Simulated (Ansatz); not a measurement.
The reference is BP in the zinc blende structure (space group F-43m, No. 216; a = 4.491 Å). Axes: x, y, z lie along the cube axes.

Method: LDA (Ansatz, a first-principles code, PAW, without spin-orbit coupling).

For the base:

The smallest direct gap is 3.43 eV.

One thing is altered: tensile biaxial strain of 2.08 % in the plane normal to [111], as in epitaxy on a mismatched substrate; the out-of-plane cell vector and the atoms relax.

Question: Estimate the effect on the smallest direct gap, ratio −ε⊥/ε∥ and in-plane stress.

Answer: The smallest direct gap falls by 0.32 eV, from 3.43 eV to 3.11 eV; the ratio −ε⊥/ε∥ is 0.20; the mean in-plane stress (compression positive) amounts to -9.0 GPa.

No phonon test of stability was made.
